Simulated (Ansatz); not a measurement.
Take CdS in the wurtzite structure (space group P6_3mc, No. 186; a = 4.197 Å, c = 6.830 Å) as the base.

Computed with PBE, PAW, 420 eV (Ansatz, a quantum-chemistry and plane-wave program; no spin-orbit coupling), earlier PAW set.

Carriers are added at fixed cell with a uniform background; the Fermi–Dirac width is that of 300 K.

One change was made to it. Results:

```csv
quantity,base,after
Fermi level relative to the doped band's edge (positive inside the band; to 0.05 eV),–,+1.55 eV
gap between the host's bands,1.11 eV,1.06 eV
gap character,direct at Γ,direct at Γ
```

Question: Which of these changes matches the shifts?
A) electrons 1.0×10^22 cm⁻³
B) electrons 1.5×10^21 cm⁻³
C) holes 1.0×10^21 cm⁻³
D) holes 1.5×10^21 cm⁻³
E) holes 2.0×10^21 cm⁻³

Answer: B, electrons 1.5×10^21 cm⁻³. For comparison, the Fermi level from band edge in the other runs: holes 1.0×10^21 cm⁻³ gives +0.15 eV; holes 1.5×10^21 cm⁻³ gives +0.20 eV; electrons 1.0×10^22 cm⁻³ gives +2.40 eV; holes 2.0×10^21 cm⁻³ gives +0.25 eV.

Carriers are added with a uniform compensating background; total energy and stress of such cells depend on the potential's zero and are not compared; many-body gap narrowing is missing at this level. Semilocal Kohn–Sham gaps tend to fall short of experiment. No phonon test of stability was made.
